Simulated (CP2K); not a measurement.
# Input and output of a self-consistent single point for Sb (Im-3m, 1 atom in the cell) (CP2K)

Method: LDA (Pade form), GPW, DZVP-MOLOPT-SR-GTH basis, GTH-PADE potentials (GTH_POTENTIALS) (CP2K).

Input as run:

```
&GLOBAL
  PROJECT bulk
  RUN_TYPE ENERGY_FORCE
  PRINT_LEVEL MEDIUM
&END GLOBAL
&FORCE_EVAL
  METHOD Quickstep
  STRESS_TENSOR ANALYTICAL
  &DFT
    BASIS_SET_FILE_NAME BASIS_MOLOPT
    POTENTIAL_FILE_NAME GTH_POTENTIALS
    &QS
      METHOD GPW
      EPS_DEFAULT 1E-10
    &END QS
    &MGRID
      CUTOFF 400
      REL_CUTOFF 50
      NGRIDS 4
    &END MGRID
    &SCF
      SCF_GUESS ATOMIC
      EPS_SCF 1E-6
      MAX_SCF 100
      ADDED_MOS 4
      &DIAGONALIZATION
        ALGORITHM STANDARD
      &END DIAGONALIZATION
      &MIXING
        METHOD BROYDEN_MIXING
        ALPHA 0.2
        NBUFFER 10
        BETA 1
      &END MIXING
      &SMEAR ON
        METHOD GAUSSIAN
        SIGMA [eV] 0.1
      &END SMEAR
    &END SCF
    &KPOINTS
      SCHEME MONKHORST-PACK 6 6 6
      GAMMA_CENTERED T
    &END KPOINTS
    &XC
      &XC_FUNCTIONAL PADE
      &END XC_FUNCTIONAL
    &END XC
    &PRINT
      &MO
        EIGENVALUES T
        OCCUPATION_NUMBERS T
        NDIGITS 8
        FILENAME mo
        &EACH
          QS_SCF 0
        &END EACH
        ADD_LAST NUMERIC
      &END MO
      &MULLIKEN ON
      &END MULLIKEN
    &END PRINT
  &END DFT
  &SUBSYS
    &CELL
      ABC 3.22504900 3.22504950 3.22504946
      ALPHA_BETA_GAMMA 109.47123023 109.47121144 109.47121124
      PERIODIC XYZ
    &END CELL
    &COORD
      SCALED
      Sb       0.00000000     0.00000000     0.00000000
    &END COORD
    &KIND Sb
      BASIS_SET DZVP-MOLOPT-SR-GTH-q5
      POTENTIAL GTH-PADE-q5
    &END KIND
  &END SUBSYS
  &PRINT
    &FORCES ON
    &END FORCES
    &STRESS_TENSOR ON
    &END STRESS_TENSOR
  &END PRINT
&END FORCE_EVAL
```

Output (repeated stretches shortened):

```
 GLOBAL| Method name                                                        CP2K
 GLOBAL| Project name                                                       bulk
 GLOBAL| Run type                                                   ENERGY_FORCE

 CELL| Volume [angstrom^3]:                                            25.821843
 CELL| Vector a [angstrom]:       3.225     0.000     0.000   |a| =     3.225049
 CELL| Vector b [angstrom]:      -1.075     3.041     0.000   |b| =     3.225049
 CELL| Vector c [angstrom]:      -1.075    -1.520     2.633   |c| =     3.225049
 CELL| Angle (b,c), alpha [degree]:                                   109.471230
 CELL| Angle (a,c), beta  [degree]:                                   109.471211
 CELL| Angle (a,b), gamma [degree]:                                   109.471211
 CELL| Numerically orthorhombic:                                              NO
 CELL| Periodicity                                                           XYZ

 DFT| Spin restricted Kohn-Sham (RKS) calculation                            RKS
 DFT| Multiplicity                                                             2
 DFT| Number of spin states                                                    1
 DFT| Charge                                                                   0
 DFT| XC density smoothing                                                  NONE
 DFT| XC derivatives                                                          PW

 QS| Method:                                                                 GPW
 QS| Density plane wave grid type                        NON-SPHERICAL FULLSPACE
 QS| Number of grid levels:                                                    4
 QS| Density cutoff [a.u.]:                                                200.0
 QS| Multi grid cutoff [a.u.]: 1) grid level                               200.0
   [... lines left out ...]
 BRILLOUIN| Wavefunction type                                            COMPLEX
 BRILLOUIN| List of Kpoints [2 Pi/Bohr]                                      112
 BRILLOUIN| Number           Weight            X              Y              Z
 BRILLOUIN|     1           0.00926       -0.33333       -0.33333       -0.33333
 BRILLOUIN|     2           0.00926       -0.33333       -0.33333       -0.16667
 BRILLOUIN|     3           0.00926       -0.33333       -0.33333        0.00000
   [... 109 lines left out ...]
 *******************************************************************************

 Extrapolation method: initial_guess

 Re-scaling the density matrix to get the right number of electrons
                  # Electrons              Trace(P)               Scaling factor
                            5                 5.000                        1.000

 Number of electrons:                                                          5
 Number of occupied orbitals:                                                  3
 Number of molecular orbitals:                                                 7

 Number of orbital functions:                                                 13
 Number of independent orbital functions:                                     13
 SCF WAVEFUNCTION OPTIMIZATION

  Step     Update method      Time    Convergence         Total energy    Change
     1 NoMix/Diag. 0.20E+00      -     0.28875223        -5.6758353736 -5.68E+00
     2 Broy./Diag. 0.20E+00      -     0.00209750        -5.6595887800  1.62E-02
     3 Broy./Diag. 0.20E+00      -     0.01233659        -5.6076774282  5.19E-02
     4 Broy./Diag. 0.20E+00      -     0.00025746        -5.5997211882  7.96E-03
     5 Broy./Diag. 0.20E+00      -     0.00054838        -5.5942747248  5.45E-03
     6 Broy./Diag. 0.20E+00      -     0.00000299        -5.5939404572  3.34E-04
     7 Broy./Diag. 0.20E+00      -     0.00000810        -5.5939100099  3.04E-05
     8 Broy./Diag. 0.20E+00      -     0.00000036        -5.5939044987  5.51E-06
  *** SCF run converged in     8 steps ***

  Electronic density on regular grids:         -5.0000000000        0.0000000000
  Core density on regular grids:                4.9999999983       -0.0000000017
  Total charge density on r-space grids:       -0.0000000017
  Total charge density g-space grids:          -0.0000000017

  Overlap energy of the core charge distribution:               0.00000000000458
  Self energy of the core charge distribution:                -11.95316914296094
  Core Hamiltonian energy:                                      2.46217700818399
  Hartree energy:                                               5.30581195301886
  Exchange-correlation energy:                                 -1.40832278076408
  Smearing free energy correction:                             -0.00040153623602
  Fermi energy:                                                 0.22232893087773

  Total energy:                                                -5.59390449871952
  Total energy (extrapolated to sigma->0):                     -5.59370373060151

                     Mulliken Population Analysis

 #  Atom  Element  Kind  Atomic population                           Net charge
       1     Sb       1          5.000000                             -0.000000
 # Total charge                              5.000000                 -0.000000

 ENERGY| Total FORCE_EVAL ( QS ) energy [hartree]             -5.593906916197620

 FORCES| Atomic forces [hartree/bohr]
 FORCES|   Atom     x               y               z               |f|
 FORCES|      1 -2.04839757E-16  1.95136665E-15  2.16568001E-15   2.92232117E-15
 FORCES| Sum    -2.04839757E-16  1.95136665E-15  2.16568001E-15
 FORCES| Total atomic force                                       2.92232117E-15

 STRESS| Analytical stress tensor [bar]
 STRESS|                        x                   y                   z
 STRESS|      x        2.11349319483E+04   3.07658684155E-01   1.53901305523E-01
 STRESS|      y        3.07658684155E-01   2.11341199161E+04   1.10396038379E-01
 STRESS|      z        1.53901305523E-01   1.10396038379E-01   2.11346530375E+04
 STRESS| 1/3 Trace                                             2.11345683006E+04
```

The run converged in 8 iterations.

The starting cell comes from a database of computed structures (which also holds hypothetical and non-ambient phases and stackings), without a prior relaxation at this level. Its lattice was rescaled by up to half a per cent. Values carry the incompleteness of an atom-centred basis.
